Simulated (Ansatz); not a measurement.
Consider Si in the diamond structure (space group Fd-3m, No. 227; a = 5.402 Å).

Method: Ansatz (a first-principles code) LDA, no SOC.

For the base:

The lattice parameter a comes out as 5.402 Å and the smallest direct gap is 2.53 eV. The band gap comes out as 0.45 eV.

It is then changed as follows: a negative pressure, −1 GPa.

Question: How does this affect the lattice parameter a?

Answer: The lattice parameter a increases by 0.019 Å, from 5.402 Å to 5.421 Å.

Question: How does this affect the smallest direct gap?

Answer: The smallest direct gap remains 2.53 eV.

Question: What does the calculation give for the band gap after the change?

Answer: The band gap grows by 0.018 eV (0.45 eV → 0.46 eV).

Load acts through the strain it causes; cell and atoms are relaxed under it. Whether these cells are dynamically stable was not tested.
